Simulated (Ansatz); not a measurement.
The starting structures come from a database of crystals and need not be the phases stable at ambient conditions.

 Where the default PAW files enter, the runs use the earlier of Ansatz's two default sets.

The decay constant κ of evanescent states in the gap governs leakage through a thin film.

```
CELL_PARAMETERS angstrom
      5.65812     0.00000     0.00000
      2.82906     6.85935     0.00000
      2.82906     1.16681     4.75913
ATOMIC_POSITIONS crystal
  K  0.90814 0.27559 0.90814
  K  0.09186 0.72441 0.09186
  K  0.50000 0.50000 0.50000
  Cu 0.50000 0.00000 0.50000
  Cu 0.00000 0.00000 0.50000
  Cu 0.50000 0.00000 0.00000
  P  0.25702 0.22894 0.25702
  P  0.74298 0.77106 0.74298
```

Space group of this cell: R-3m. The cell is taken as given; by PBEsol its mean pressure is -0.9 GPa.

Transport runs along the normal of the first two printed cell vectors, the (101) plane of the conventional cell.

No gap correction and no spin-orbit coupling; mid-gap values are interpolated between computed energies.

**Question.** Give the band gap and the smallest decay constant κ at mid-gap that PBEsol in Ansatz (a first-principles code) yields.

**Answer.** Gap 1.22 eV on a 6×6×6 mesh; κ = 0.169 1/Å, at (0.000, 0.500) of the in-plane reciprocal vectors. At the zone centre, at the nearest computed energy, the slowest state has κ = 0.23 1/Å.
